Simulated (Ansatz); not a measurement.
# AlNi, pressure series

Take AlNi in the CsCl type structure (space group Pm-3m, No. 221; a = 2.893 Å; non-magnetic) as the base.

Cell and atoms are relaxed at each pressure.

The values are results of PBE (Ansatz, a program for electronic structure, PAW, scalar-relativistic without spin-orbit coupling), earlier PAW set, not measurements.

Notes on the quantities. enthalpy: H = E + PV relative to the base's energy.

```json
[
 {"variant": "base", "lattice parameter a": "2.893 Å", "enthalpy": "–"},
 {"variant": "pressure −2 GPa", "lattice parameter a": "2.905 Å", "enthalpy": "-0.15 eV/atom"},
 {"variant": "pressure −1 GPa", "lattice parameter a": "2.899 Å", "enthalpy": "-0.08 eV/atom"},
 {"variant": "pressure 3 GPa", "lattice parameter a": "2.875 Å", "enthalpy": "+0.22 eV/atom"},
 {"variant": "pressure 7 GPa", "lattice parameter a": "2.854 Å", "enthalpy": "+0.52 eV/atom"},
 {"variant": "pressure 15 GPa", "lattice parameter a": "2.817 Å", "enthalpy": "+1.09 eV/atom"},
 {"variant": "pressure 30 GPa", "lattice parameter a": "2.761 Å", "enthalpy": "+2.10 eV/atom"},
 {"variant": "pressure 50 GPa", "lattice parameter a": "2.704 Å", "enthalpy": "+3.37 eV/atom"},
 {"variant": "pressure 75 GPa", "lattice parameter a": "?", "enthalpy": "+4.87 eV/atom"},
 {"variant": "pressure 100 GPa", "lattice parameter a": "2.602 Å", "enthalpy": "+6.28 eV/atom"}
]
```

**Question.** Fill in the withheld entries from the trend.

**Answer.** 
- pressure 75 GPa, lattice parameter a: 2.648 Å

Load acts through the strain it causes; cell and atoms are relaxed under it. No phonon test of stability was made. No other phases were tried under pressure. Seeded moments were not kept for the base. All final runs are without spin polarisation.
